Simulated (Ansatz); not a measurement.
# Effect of electrons 3.0×10^21 cm⁻³ on BaTiO3

The parent structure is BaTiO3 (space group P4mm, No. 99; a = 3.973 Å, c = 4.112 Å).

Modification: 0.195 electrons added to each cell, a density of 3.0×10^21 cm⁻³, with a uniform compensating background at fixed cell and a 300 K Fermi–Dirac width.

All numbers come from r2SCAN, PAW, 500 eV (Ansatz, a first-principles code; spin-orbit coupling left out), earlier PAW set. Γ-centred 12×12×11 mesh, Fermi–Dirac width 0.0259 eV.

| quantity | base | changed | shift |
|---|---|---|---|
| gap between the host's bands | 2.23 eV | 2.42 eV | +0.19 eV |
| gap character | indirect, A → Γ | indirect, A → Γ | – |
| largest internal atomic displacement | – | 0.046 Å | – |
| Fermi level relative to the doped band's edge (positive inside the band; to 0.05 eV) | – | +0.30 eV | – |

Carriers are added with a uniform compensating background; total energy and stress of such cells depend on the potential's zero and are not compared; many-body gap narrowing is missing at this level. No phonon test of stability was made. All final runs are without spin polarisation.
